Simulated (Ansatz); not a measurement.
System: interstitial Na in wurtzite GaN (charge state +1). Level of theory: PBE, PAW (plane waves to 420 eV; Ansatz, an electronic-structure program).

72-site cell at the relaxed PBE lattice, one k-point at (0.125, 0.250, 0.250), smearing 0.01 eV, spin-restricted, no finite-size correction. Energies are static. The charge state is imposed; whether it is stable for some Fermi level was not computed. Sites that were not tried may lie lower.

Barriers: single points on a 2×2×2 k-point mesh shifted by half a step along c at the bands' geometries.

The step: Na moves alone to another site. Atoms about the jump, Cartesian Å from the middle of the jump, before and after:

```tsv
atom	x0	y0	z0	x1	y1	z1
Na1	0.00	0.00	-1.31	0.00	0.00	1.31
N2	-1.64	0.95	-0.31	-1.60	0.93	-0.29
N3	1.64	0.95	-0.31	1.59	0.93	-0.29
N4	0.00	-1.89	-0.31	0.00	-1.84	-0.29
Ga5	-1.67	-0.96	0.40	-1.76	-1.01	0.24
Ga6	1.67	-0.96	0.40	1.76	-1.01	0.24
Ga7	0.00	1.93	0.40	0.00	2.04	0.24
N8	0.00	1.86	2.34	0.00	1.89	2.32
Ga9	-1.76	1.01	-2.39	-1.61	0.93	-2.28
N10	-1.61	-0.94	2.34	-1.64	-0.95	2.32
Ga11	1.76	1.01	-2.38	1.61	0.93	-2.28
N12	1.62	-0.94	2.34	1.64	-0.95	2.31
Ga13	0.00	-2.04	-2.38	0.00	-1.87	-2.28
N14	0.00	1.84	-2.91	0.00	1.86	-2.91
N15	-1.59	-0.93	-2.91	-1.61	-0.93	-2.91
N16	1.60	-0.93	-2.91	1.61	-0.93	-2.91
Ga17	-1.61	0.93	2.97	-1.67	0.96	3.03
Ga18	1.62	0.93	2.97	1.67	0.96	3.03
Ga19	0.00	-1.87	2.97	0.00	-1.93	3.02
Ga20	-3.23	1.87	0.35	-3.22	1.86	0.34
Ga21	3.23	1.87	0.35	3.22	1.86	0.34
Ga22	0.00	-3.73	0.35	0.00	-3.71	0.34
N23	0.00	3.74	-0.31	0.00	3.81	-0.36
N24	-3.24	-1.86	-0.31	-3.29	-1.90	-0.36
N25	3.23	-1.86	-0.31	3.29	-1.90	-0.36
```

Where do these atoms stand at the saddle point, and how high is it?


| atom | x | y | z |
|---|---|---|---|
| Na1 | -0.01 | 0.01 | 0.01 |
| N2 | -1.72 | 0.99 | -0.30 |
| N3 | 1.70 | 0.99 | -0.30 |
| N4 | 0.00 | -1.97 | -0.30 |
| Ga5 | -1.87 | -1.07 | 0.40 |
| Ga6 | 1.86 | -1.07 | 0.40 |
| Ga7 | 0.00 | 2.17 | 0.41 |
| N8 | 0.00 | 1.87 | 2.32 |
| Ga9 | -1.64 | 0.95 | -2.29 |
| N10 | -1.62 | -0.94 | 2.32 |
| Ga11 | 1.64 | 0.95 | -2.29 |
| N12 | 1.62 | -0.94 | 2.32 |
| Ga13 | 0.00 | -1.90 | -2.29 |
| N14 | 0.00 | 1.85 | -2.92 |
| N15 | -1.60 | -0.93 | -2.92 |
| N16 | 1.60 | -0.93 | -2.92 |
| Ga17 | -1.63 | 0.94 | 2.96 |
| Ga18 | 1.63 | 0.94 | 2.96 |
| Ga19 | 0.00 | -1.88 | 2.96 |
| Ga20 | -3.27 | 1.89 | 0.35 |
| Ga21 | 3.26 | 1.89 | 0.35 |
| Ga22 | 0.00 | -3.76 | 0.35 |
| N23 | 0.00 | 3.84 | -0.37 |
| N24 | -3.33 | -1.91 | -0.37 |
| N25 | 3.31 | -1.91 | -0.36 |
It lies 2.41 eV above the start and 2.41 eV above the end. The saddle point's order was not checked, and it lies on a symmetry element of the cell, where a band can be held.
